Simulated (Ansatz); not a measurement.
**InSb: pressure 15 GPa**

Consider InSb in the zinc blende structure (space group F-43m, No. 216; a = 6.5559 Å).

Modification: a hydrostatic pressure of 15 GPa.

Level of theory: r2SCAN, PAW, 500 eV (Ansatz, a quantum-chemistry and plane-wave program; scalar-relativistic without spin-orbit coupling). Γ-centred 12×12×12 mesh, Fermi–Dirac width 0.05 eV.

```csv
quantity,base,changed,shift
volume per atom,35.22 Å³,28.57 Å³,-6.65 Å³
density,5.58 g/cm³,6.88 g/cm³,+1.30 g/cm³
lattice parameter a,6.556 Å,6.114 Å,-0.442 Å
enthalpy H = E + PV relative to the base's energy,–,+2.93 eV/atom,–
band gap,zero,1.15 eV,–
gap character,absent,"indirect, Γ → a point along ⟨100⟩, about 0.9 Å⁻¹ from Γ",–
smallest direct gap,zero,1.34 eV,–
electron mass,–,"1.00 mₑ along k, 0.19 mₑ across (off the special points)",–
"hole mass (degenerate bands, along [100])",–,"0.067, 0.23, 0.23 mₑ (at Γ)",–
"valley order (the lowest conduction-band minima on the path, energy above the VBM, named in the base's zone)","Γ 0.02 eV; L along ⟨111⟩ 0.77 eV; a point along ⟨100⟩, about 0.8 Å⁻¹ from Γ 1.48 eV","a point along ⟨100⟩, about 0.8 Å⁻¹ from Γ 1.16 eV; L along ⟨111⟩ 1.21 eV; Γ 1.34 eV",–
```

Final structure:

```xyz
2
Lattice="0.0000 3.0570 3.0570 3.0570 0.0000 3.0570 3.0570 3.0570 0.0000" Properties=species:S:1:pos:R:3 pbc="T T T"
Sb     4.5855     4.5855     4.5855
In     0.0000     0.0000     0.0000
```

Cost of the whole job for the changed cell (relaxation, final SCF and bands): roughly 100 core-seconds.

Spin-orbit coupling, missing from the scalar runs, can matter with Sb. Load acts through the strain it causes; cell and atoms are relaxed under it. Effective masses come from finite differences of ±0.01 Å⁻¹. Along k means along the line from Γ to the band edge. No phonon test of stability was made. Tetrahedral semiconductors of this kind turn to denser phases somewhere between about 1 and 50 GPa; those were not computed, so compressed cells here can lie past the real transition. All final runs are without spin polarisation. Gaps under 0.05 eV, about the width of the smearing, are given as zero. The zero or small gap of InSb can change with the level of theory.
